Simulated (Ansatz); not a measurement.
## ZnRh in the CsCl type structure (space group Pm-3m, No. 221; a cell from a computed database, its experimental status unchecked)

```cif
data_RhZn
_chemical_formula_sum 'Zn1 Rh1'
_space_group_name_H-M_alt 'Pm-3m'
_space_group_IT_number 221
_space_group_name_Hall '-P 4 2 3'
_cell_length_a 2.97315
_cell_length_b 2.97315
_cell_length_c 2.97315
_cell_angle_alpha 90.000
_cell_angle_beta 90.000
_cell_angle_gamma 90.000
loop_
_atom_site_label
_atom_site_type_symbol
_atom_site_symmetry_multiplicity
_atom_site_Wyckoff_symbol
_atom_site_fract_x
_atom_site_fract_y
_atom_site_fract_z
_atom_site_occupancy
Zn1 Zn 1 b 0.50000 0.50000 0.50000 1
Rh1 Rh 1 a 0.00000 0.00000 0.00000 1
```

All numbers come from PBEsol in Ansatz (plane waves to 420 eV, PAW, no spin-orbit coupling). k-mesh 16×16×16 (Γ-centred); smearing 0.05 eV (Fermi–Dirac).

| Quantity | Value |
|---|---|
| Volume per atom | 13.14 Å³ |
| Density | 10.63 g/cm³ |
| Band gap | zero |
| Total energy | -4810.198 eV/atom (σ→0; compares only within this code and set-up) |

No phonon test of stability was made. All final runs are without spin polarisation.

Ansatz is a program for electronic structure.
